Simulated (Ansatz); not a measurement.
# rutile IrO2 (1 0 0) on diamond (1 1 0) (film strained to the substrate, started from cuts of the bulks and a machine-learned relaxation)

A periodic stack without vacuum, rutile IrO2 (1 0 0) on diamond (1 1 0) (film strained to the substrate, started from cuts of the bulks and a machine-learned relaxation): substrate slab C72, film Ir6O16, surface cells [[-1, 2], [-1, -1]] and [[0, 2], [-1, 0]], film strained by -3.4 and -2.7 %, outermost planes C/C and O/O as cut, which need not be the usual terminations and can put a slab off its formula.

The start was prepared with a machine-learned potential, and the result is one local minimum, with the in-plane cell held and forces under 0.04 eV/Å; the film can end far from its bulk form.

Computed with PBE (plane waves to 420 eV, PAW; Ansatz, an electronic-structure program). Scalar-relativistic, without spin–orbit coupling; the runs are not spin-polarised; PBE gaps are too small against experiment. Its k-point mesh 4×6×1, Fermi–Dirac width 0.05 eV.

| Property | Value |
|---|---|
| interface area | 27.1 Å² |
| period | 24.18 Å |
| gaps between the outermost planes at the two interfaces | 0.61 and 0.91 Å |
| C–O contacts across the interfaces within 1.22 times the sum of covalent radii | 6, mean 1.39 Å |
| C–Ir contacts across the interfaces within 1.22 times the sum of covalent radii | 1, mean 2.33 Å |
| hole barrier (PBE, at the middle of a substrate layer that carries a field) | 1.22 eV |
| electron barrier (PBE, at the middle of a substrate layer that carries a field) | 2.91 eV |
| slope of the mean potential energy in the substrate | +3.4 MV/cm × e |

```yaml
crystal:
  lattice:
    - [6.18554, -0.00044, 0.08389]
    - [-0.00049, 4.37385, 0.05904]
    - [0.15548, -0.28136, 24.18665]
  atoms:
    - { symbol: C, position: [0.95020, 0.60788, 0.07553] }
    - { symbol: C, position: [0.28411, 0.26957, 0.07989] }
    - { symbol: C, position: [0.61933, 0.92839, 0.07676] }
    - { symbol: C, position: [0.03766, 0.28223, 0.08002] }
    - { symbol: C, position: [0.37115, 0.93841, 0.07796] }
    - { symbol: C, position: [0.69925, 0.60089, 0.07550] }
    - { symbol: C, position: [0.29891, 0.76968, 0.02610] }
    - { symbol: C, position: [0.61399, 0.41016, 0.02321] }
    - { symbol: C, position: [0.95279, 0.10515, 0.03554] }
    - { symbol: C, position: [0.35328, 0.42887, 0.02710] }
    - { symbol: C, position: [0.71857, 0.10714, 0.02834] }
    - { symbol: C, position: [0.04735, 0.80784, 0.02336] }
    - { symbol: C, position: [0.61031, 0.93598, 0.18212] }
    - { symbol: C, position: [0.94392, 0.60483, 0.18187] }
    - { symbol: C, position: [0.27776, 0.27069, 0.18276] }
    - { symbol: C, position: [0.69437, 0.60309, 0.18174] }
    - { symbol: C, position: [0.02741, 0.27187, 0.18292] }
    - { symbol: C, position: [0.36039, 0.93686, 0.18235] }
    - { symbol: C, position: [0.94682, 0.10674, 0.13150] }
    - { symbol: C, position: [0.28182, 0.77027, 0.12993] }
    - { symbol: C, position: [0.61518, 0.43534, 0.12928] }
    - { symbol: C, position: [0.03080, 0.77471, 0.12916] }
    - { symbol: C, position: [0.36567, 0.43729, 0.13061] }
    - { symbol: C, position: [0.69828, 0.10226, 0.13001] }
    - { symbol: C, position: [0.26936, 0.26977, 0.28701] }
    - { symbol: C, position: [0.60259, 0.93614, 0.28669] }
    - { symbol: C, position: [0.93603, 0.60316, 0.28652] }
    - { symbol: C, position: [0.35266, 0.93640, 0.28690] }
    - { symbol: C, position: [0.68604, 0.60285, 0.28653] }
    - { symbol: C, position: [0.01932, 0.26986, 0.28686] }
    - { symbol: C, position: [0.60685, 0.43641, 0.23430] }
    - { symbol: C, position: [0.93993, 0.10400, 0.23481] }
    - { symbol: C, position: [0.27329, 0.77003, 0.23460] }
    - { symbol: C, position: [0.68994, 0.10307, 0.23446] }
    - { symbol: C, position: [0.02336, 0.77085, 0.23430] }
    - { symbol: C, position: [0.35685, 0.43669, 0.23476] }
    - { symbol: C, position: [0.92815, 0.60198, 0.39066] }
    - { symbol: C, position: [0.26097, 0.26907, 0.39167] }
    - { symbol: C, position: [0.59463, 0.93516, 0.39117] }
    - { symbol: C, position: [0.01129, 0.26875, 0.39110] }
    - { symbol: C, position: [0.34489, 0.93605, 0.39168] }
    - { symbol: C, position: [0.67779, 0.60166, 0.39090] }
    - { symbol: C, position: [0.26529, 0.76940, 0.33922] }
    - { symbol: C, position: [0.59863, 0.43579, 0.33883] }
    - { symbol: C, position: [0.93198, 0.10249, 0.33895] }
    - { symbol: C, position: [0.34867, 0.43612, 0.33927] }
    - { symbol: C, position: [0.68193, 0.10242, 0.33892] }
    - { symbol: C, position: [0.01534, 0.76922, 0.33870] }
    - { symbol: C, position: [0.58383, 0.93168, 0.49571] }
    - { symbol: C, position: [0.92064, 0.60116, 0.49333] }
    - { symbol: C, position: [0.25525, 0.27059, 0.49706] }
    - { symbol: C, position: [0.67164, 0.59926, 0.49437] }
    - { symbol: C, position: [0.00404, 0.26732, 0.49557] }
    - { symbol: C, position: [0.33410, 0.93631, 0.49760] }
    - { symbol: C, position: [0.92433, 0.10056, 0.44324] }
    - { symbol: C, position: [0.25680, 0.76959, 0.44412] }
    - { symbol: C, position: [0.59009, 0.43408, 0.44311] }
    - { symbol: C, position: [0.00842, 0.76817, 0.44253] }
    - { symbol: C, position: [0.34093, 0.43642, 0.44431] }
    - { symbol: C, position: [0.67287, 0.10065, 0.44347] }
    - { symbol: C, position: [0.21541, 0.27113, 0.59623] }
    - { symbol: C, position: [0.56728, 0.96434, 0.60142] }
    - { symbol: C, position: [0.83823, 0.56643, 0.58746] }
    - { symbol: C, position: [0.32038, 0.95975, 0.60726] }
    - { symbol: C, position: [0.71463, 0.76382, 0.62814] }
    - { symbol: C, position: [0.98419, 0.28727, 0.59513] }
    - { symbol: C, position: [0.60982, 0.43531, 0.54817] }
    - { symbol: C, position: [0.90769, 0.08666, 0.54803] }
    - { symbol: C, position: [0.24384, 0.77137, 0.55122] }
    - { symbol: C, position: [0.66215, 0.09519, 0.54791] }
    - { symbol: C, position: [0.98588, 0.76242, 0.54684] }
    - { symbol: C, position: [0.34169, 0.45441, 0.55430] }
    - { symbol: Ir, position: [0.97047, 0.54323, 0.82986] }
    - { symbol: Ir, position: [0.47160, 0.54237, 0.83018] }
    - { symbol: Ir, position: [0.23124, 0.03952, 0.72810] }
    - { symbol: Ir, position: [0.72817, 0.04499, 0.73578] }
    - { symbol: O, position: [0.97861, 0.24539, 0.70051] }
    - { symbol: O, position: [0.48953, 0.23964, 0.69723] }
    - { symbol: O, position: [0.24126, 0.80499, 0.65348] }
    - { symbol: O, position: [0.74650, 0.72558, 0.67897] }
    - { symbol: O, position: [0.22446, 0.32195, 0.79479] }
    - { symbol: O, position: [0.72383, 0.34329, 0.79532] }
    - { symbol: O, position: [0.98201, 0.83275, 0.76821] }
    - { symbol: O, position: [0.47064, 0.83477, 0.76856] }
    - { symbol: Ir, position: [0.21421, 0.03814, 0.92411] }
    - { symbol: Ir, position: [0.71526, 0.05111, 0.93239] }
    - { symbol: O, position: [0.96072, 0.23192, 0.88872] }
    - { symbol: O, position: [0.47314, 0.23550, 0.89033] }
    - { symbol: O, position: [0.21822, 0.73390, 0.86597] }
    - { symbol: O, position: [0.71902, 0.74780, 0.86900] }
    - { symbol: O, position: [0.20757, 0.32992, 0.98550] }
    - { symbol: O, position: [0.68763, 0.47216, 0.97043] }
    - { symbol: O, position: [0.98732, 0.79369, 0.96480] }
    - { symbol: O, position: [0.41174, 0.85207, 0.97587] }
```
